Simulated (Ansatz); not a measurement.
The starting structures come from a database of crystals and need not be the phases stable at ambient conditions.

 Where the default PAW files enter, the runs use the earlier of Ansatz's two default sets.

# Evanescent states of LiTaF$_{6}$ (R-3, not sure to be the ambient phase, 8 atoms a cell, 13.1 Å³ an atom) along the normal of (110)

The numbers are results of r2SCAN (plane waves, PAW; Ansatz, a quantum-chemistry and plane-wave program), not measurements.

The gap is the functional's own. No spin-orbit coupling. Mid-gap values are interpolated on the energy grid.

Energies count from the valence-band top; κ is the least over a 6×4 mesh across the current.

```csv
E (eV),κ (1/Å),where
0.16,0.336,off Γ
0.48,0.404,Γ
0.80,0.452,Γ
1.12,0.491,Γ
1.44,0.523,Γ
1.76,…,Γ
2.08,…,Γ
2.40,…,Γ
2.72,…,Γ
3.04,…,Γ
3.36,…,Γ
3.68,…,Γ
4.00,…,Γ
4.32,…,Γ
4.64,…,Γ
4.96,…,Γ
5.28,…,Γ
5.60,0.600,Γ
5.92,0.586,Γ
6.24,0.567,Γ
6.56,0.542,Γ
6.88,0.432,off Γ
```

**Question.** Fill in the missing entries.

**Answer.** 
- 1.76, κ (1/Å): 0.549
- 2.08, κ (1/Å): 0.570
- 2.40, κ (1/Å): 0.587
- 2.72, κ (1/Å): 0.601
- 3.04, κ (1/Å): 0.611
- 3.36, κ (1/Å): 0.619
- 3.68, κ (1/Å): 0.624
- 4.00, κ (1/Å): 0.626
- 4.32, κ (1/Å): 0.626
- 4.64, κ (1/Å): 0.623
- 4.96, κ (1/Å): 0.618
- 5.28, κ (1/Å): 0.610
